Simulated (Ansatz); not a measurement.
# Al: energy against strain

Al (fcc, Fm-3m, 15.807 Å³/atom at rest, cube axes along x, y and z) under a strain ε along a cube axis (axis z), the other axes held. LDA in Ansatz, a plane-wave DFT program (PAW, default set), 420 eV, 28×28×28 Γ-centred mesh, Fermi-Dirac smearing 0.10 eV; ions are relaxed within the symmetry of each cell.

Here s stands for strain and y for E less E0.

```
strain (%)  E less E0 (meV/atom)
----------  --------------------
-3.00                          ?
-1.50                       1.17
-1.00                       0.49
-0.50                       0.11
0.00                        0.00
0.50                        0.16
1.00                        0.58
1.50                        1.25
```

Using a parabola, estimate the missing y at s = -3.00 from the other rows, showing the fit.

Least squares gives y = 0.000 + 0.0336·s + 0.5376·s². Residuals (row less fit): 0.011, -0.014, -0.008, 0.000, 0.009, 0.009, -0.010; standard error 0.013 (degrees of freedom: 4). Twice the quadratic coefficient over the volume, 2 × 0.5376 meV × 10⁴ × 0.1602 / 15.807 Å³, is the elastic constant C11 = 109 ± 1.1 GPa. At the withheld row, y = 0.000 + 0.0336 × (-3.0) + 0.5376 × (-3.0)² = 4.738 meV/atom. The calculation gives 5.32 meV/atom, 0.582 meV/atom above the prediction (10.9 % of the range of y in the table). The row lies outside the fitted rows, so this is an extrapolation. From the scatter of the fitted rows alone, a prediction at this place has a standard error of 0.048 meV/atom, so the miss is 12.1 times that.

One order more, fitted to all 13 runs of the series, follows each within 0.03, so the miss is the next term of a smooth law. In a metal these values are sensitive to mesh and smearing; energies are taken to zero smearing, stresses follow the free energy. Rows are the converged runs of the series near zero and its far end; series whose fitted rows scatter by over a few per cent of the range, as at a crossing or softening among them, aren't shown in this form. Most that stay on the fit to the last digits aren't either.
